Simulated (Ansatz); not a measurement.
## Quick settings and what they miss: LaPd2 (I4/mmm, 3 atoms in the cell)

Self-consistent single point.

```xyz
3
Lattice="-1.9884 1.9884 4.4373 1.9884 -1.9884 4.4373 1.9884 1.9884 -4.4373" Properties=species:S:1:pos:R:3 pbc="T T T"
La     0.0000     0.0000     0.0000
Pd     0.0000     1.9884     2.2186
Pd     1.9884     0.0000     2.2186
```

Computed with PBEsol, PAW files made with PBE (plane waves; Ansatz, a first-principles code).

Base settings: basis.ecutwfc = 420 eV; kpoints.mp_grid.grid = 8 8 8; hamiltonian.xc = pbesol; hamiltonian.pseudopotentials = {kind: paw} (the program's default PAW files); scf.occupations.method = cold; scf.occupations.width = 0.05 eV.

Tight run (finer mesh or higher cutoff; not a proven limit): basis.ecutwfc: 420 eV → 590 eV; kpoints.mp_grid.grid: 8 8 8 → 11 11 11; scf.convergence.dr2_threshold: default (1e-07 eV) → 1e-09 eV. It gave Fermi level (on the code's own zero) 13.71 eV; pressure -3.35 GPa.

Quick runs, as changes from the base:
- A: the base itself
- B: basis.ecutwfc: 420 eV → 295 eV; scf.occupations.method: cold → fermi_dirac; scf.occupations.width: 0.05 eV → 0.5 eV; scf.convergence.dr2_threshold: default (1e-07 eV) → 0.0001 eV
- C: basis.ecutwfc: 420 eV → 250 eV; kpoints.mp_grid.grid: 8 8 8 → 6 6 6; hamiltonian.xc: pbesol → lda; scf.convergence.dr2_threshold: default (1e-07 eV) → 0.0001 eV [LDA (PW92)]
- D: basis.ecutwfc: 420 eV → 335 eV; kpoints.mp_grid.grid: 8 8 8 → 2 2 2; hamiltonian.xc: pbesol → lda; scf.occupations.method: cold → methfessel_paxton; scf.occupations.width: 0.05 eV → 0.136 eV; kpoints.mp_grid.shift: default → 0.5 0.5 0.5 [LDA (PW92)]
- E: basis.ecutwfc: 420 eV → 250 eV; kpoints.mp_grid.grid: 8 8 8 → 3 3 3; kpoints.mp_grid.shift: default → 0.5 0.5 0.5
- F: kpoints.mp_grid.grid: 8 8 8 → 4 4 4; hamiltonian.xc: pbesol → lda; scf.occupations.method: cold → fermi_dirac; scf.occupations.width: 0.05 eV → 0.5 eV [LDA (PW92)]

Energies are extrapolated to zero smearing width, which holds to low order in the width alone.

Dashes: energy of C, D, F, another energy zero.

† marks runs with another functional, U, potentials or spin treatment: their distance from the tight run is not a convergence error alone.

The count of work is k-points × plane waves × bands × iterations; it is no time. 

Pressures in the table are Ansatz's without its Pulay estimate, at a fixed set of plane waves; the tight run's value above holds the estimate.

The starting cell comes from a database of computed structures (which also holds hypothetical and non-ambient phases and stackings), without a prior relaxation at this level. Its lattice was rescaled by a random factor within 2.5 % of one. Spin polarisation is off. In the base run, with a pressure of about -3 GPa the cell is away from its equilibrium volume at this level.

```tsv
run	energy less tight (meV/atom)	pressure less tight (GPa)	count of work / tight
A	5.5	0.11	0.24
B	182.9	-7.73	0.17
C†	–	-50.00	0.052
D†	–	-6.07	0.010
E	998.2	-44.59	0.012
F†	–	-0.96	0.071
```

Among the runs at the tight run's level, the energy misses run from 5.5 to 998.2 meV/atom.

Keys are those of Ansatz 0.2.
